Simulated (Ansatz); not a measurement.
Consider interstitial O in 2H silicon carbide, neutral cell. These are PBE, PAW (plane waves to 420 eV; Ansatz, a quantum-chemistry and plane-wave program) values and carry that method's errors.

Settings: 72 host sites, the relaxed PBE lattice, the Γ point alone, smearing 0.01 eV, spin-restricted, no image-charge correction. Static, classical nuclei. The host's phase is taken as given; its stability against other phases was not computed. The charge state is imposed; whether it is stable for some Fermi level was not computed. Sites that were not tried may lie lower. The order of the sites in energy changes with the mesh.

Barriers: single points on a 2×2×2 k-point mesh shifted by half a step along c at the bands' geometries (they differ from the bands' own by up to 0.38 eV, and are uncertain by about as much).

Relaxed starting cell (atoms counted from 1):

```yaml
crystal:
  lattice:
    - [9.27650, 0.00000, 0.00000]
    - [-4.63825, 8.03368, 0.00000]
    - [0.00000, 0.00000, 10.14789]
  atoms:
    - { symbol: Si, position: [0.22290, 0.11201, 0.24940] }
    - { symbol: Si, position: [0.22031, 0.10957, 0.74827] }
    - { symbol: Si, position: [0.22309, 0.44524, 0.24972] }
    - { symbol: Si, position: [0.22026, 0.44180, 0.74840] }
    - { symbol: Si, position: [0.22239, 0.77820, 0.25020] }
    - { symbol: Si, position: [0.22161, 0.77666, 0.74837] }
    - { symbol: Si, position: [0.55570, 0.11201, 0.24940] }
    - { symbol: Si, position: [0.55584, 0.10957, 0.74827] }
    - { symbol: Si, position: [0.55506, 0.44353, 0.24985] }
    - { symbol: Si, position: [0.55428, 0.44198, 0.74902] }
    - { symbol: Si, position: [0.55187, 0.77607, 0.24407] }
    - { symbol: Si, position: [0.54439, 0.76829, 0.75931] }
    - { symbol: Si, position: [0.89349, 0.12040, 0.23753] }
    - { symbol: Si, position: [0.88891, 0.11123, 0.75830] }
    - { symbol: Si, position: [0.88874, 0.44523, 0.24972] }
    - { symbol: Si, position: [0.88812, 0.44178, 0.74838] }
    - { symbol: Si, position: [0.89079, 0.77606, 0.24405] }
    - { symbol: Si, position: [0.89047, 0.76828, 0.75935] }
    - { symbol: Si, position: [0.11461, 0.22539, 0.99914] }
    - { symbol: Si, position: [0.10954, 0.22280, 0.49726] }
    - { symbol: Si, position: [0.11122, 0.55586, 0.99896] }
    - { symbol: Si, position: [0.11134, 0.55610, 0.49937] }
    - { symbol: Si, position: [0.11285, 0.88933, 0.00022] }
    - { symbol: Si, position: [0.10960, 0.88896, 0.49884] }
    - { symbol: Si, position: [0.44406, 0.22153, 0.99834] }
    - { symbol: Si, position: [0.44414, 0.22170, 0.49970] }
    - { symbol: Si, position: [0.44291, 0.55320, 0.00069] }
    - { symbol: Si, position: [0.44558, 0.55640, 0.49891] }
    - { symbol: Si, position: [0.44308, 0.88933, 0.00021] }
    - { symbol: Si, position: [0.44594, 0.88897, 0.49884] }
    - { symbol: Si, position: [0.77738, 0.22539, 0.99913] }
    - { symbol: Si, position: [0.77983, 0.22279, 0.49725] }
    - { symbol: Si, position: [0.77688, 0.55319, 0.00069] }
    - { symbol: Si, position: [0.77741, 0.55640, 0.49890] }
    - { symbol: Si, position: [0.77871, 0.89081, 0.99930] }
    - { symbol: Si, position: [0.78206, 0.89751, 0.45414] }
    - { symbol: C, position: [0.22178, 0.11132, 0.43841] }
    - { symbol: C, position: [0.22169, 0.11061, 0.93685] }
    - { symbol: C, position: [0.22390, 0.44646, 0.43847] }
    - { symbol: C, position: [0.22291, 0.44578, 0.93703] }
    - { symbol: C, position: [0.22261, 0.77863, 0.43888] }
    - { symbol: C, position: [0.22229, 0.77798, 0.93733] }
    - { symbol: C, position: [0.55612, 0.11132, 0.43841] }
    - { symbol: C, position: [0.55552, 0.11061, 0.93685] }
    - { symbol: C, position: [0.55533, 0.44409, 0.43855] }
    - { symbol: C, position: [0.55525, 0.44391, 0.93773] }
    - { symbol: C, position: [0.55332, 0.77632, 0.43152] }
    - { symbol: C, position: [0.55182, 0.77523, 0.94504] }
    - { symbol: C, position: [0.89598, 0.12537, 0.41839] }
    - { symbol: C, position: [0.89231, 0.11802, 0.94571] }
    - { symbol: C, position: [0.88914, 0.44646, 0.43846] }
    - { symbol: C, position: [0.88946, 0.44577, 0.93701] }
    - { symbol: C, position: [0.88958, 0.77630, 0.43148] }
    - { symbol: C, position: [0.89002, 0.77522, 0.94507] }
    - { symbol: C, position: [0.11648, 0.22551, 0.18494] }
    - { symbol: C, position: [0.10785, 0.21956, 0.68775] }
    - { symbol: C, position: [0.11132, 0.55606, 0.18824] }
    - { symbol: C, position: [0.11055, 0.55452, 0.68780] }
    - { symbol: C, position: [0.11310, 0.89024, 0.18771] }
    - { symbol: C, position: [0.10793, 0.88648, 0.68777] }
    - { symbol: C, position: [0.44429, 0.22200, 0.18790] }
    - { symbol: C, position: [0.44316, 0.21974, 0.68781] }
    - { symbol: C, position: [0.44414, 0.55385, 0.18773] }
    - { symbol: C, position: [0.44184, 0.55198, 0.68804] }
    - { symbol: C, position: [0.44373, 0.89024, 0.18771] }
    - { symbol: C, position: [0.44511, 0.88649, 0.68776] }
    - { symbol: C, position: [0.77562, 0.22551, 0.18494] }
    - { symbol: C, position: [0.77828, 0.21953, 0.68774] }
    - { symbol: C, position: [0.77630, 0.55384, 0.18772] }
    - { symbol: C, position: [0.77673, 0.55198, 0.68803] }
    - { symbol: C, position: [0.77856, 0.89052, 0.18847] }
    - { symbol: C, position: [0.77170, 0.87681, 0.73086] }
    - { symbol: O, position: [0.81338, 0.95988, 0.60789] }
```

End state 1 differs by these moves (Å; atoms that move under 0.08 Å are left out):

```
atom  element     Δx     Δy     Δz
----  -------  -----  -----  -----
14         Si  -0.04   0.09   0.01
17         Si   0.04  -0.02  -0.07
18         Si  -0.06   0.08  -0.01
36         Si   0.06  -0.10   0.00
49          C   0.00  -0.10   0.13
53          C   0.09  -0.04  -0.13
72          C  -0.08   0.15   0.00
73          O   0.49  -0.85   0.00
```

**Question.** Estimate the forward and backward barriers to end state 1 that PBE, PAW returns for this input.

**Answer.** forward 0.15 eV, backward 0.15 eV; at the saddle point atom 73 has neighbours C at 1.40; Si at 1.61 Å. The saddle point's order was not checked, and it lies on a symmetry element of the cell, where a band can be held.
